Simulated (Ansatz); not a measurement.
The starting structures come from a database of crystals and need not be the phases stable at ambient conditions.

Tunnelling through a barrier is set by its complex band structure: the current falls as exp(−2κd) with the smallest κ.

```yaml
crystal:
  lattice:
    - [4.45848, 0.00000, 0.00000]
    - [0.00000, 4.45848, 0.00000]
    - [0.00000, 0.00000, 3.75611]
  atoms:
    - { symbol: La, position: [0.50000, 0.00000, 0.26149] }
    - { symbol: La, position: [0.00000, 0.50000, 0.73851] }
    - { symbol: N, position: [0.50000, 0.50000, 0.00000] }
    - { symbol: N, position: [0.00000, 0.00000, 0.00000] }
```

Space group of this cell: P4/nmm. The cell is taken as given; by r2SCAN its mean pressure is -0.9 GPa.

Transport runs along the normal of the first two printed cell vectors, the (001) plane of the conventional cell.

No gap correction and no spin-orbit coupling; mid-gap values are interpolated between computed energies.

Task: Estimate the band gap and the smallest decay constant κ at mid-gap that r2SCAN run with Ansatz (a program for electronic structure) returns for this system.

Result: Gap 2.00 eV on a 8×8×8 mesh; κ = 0.310 1/Å, at the zone centre.
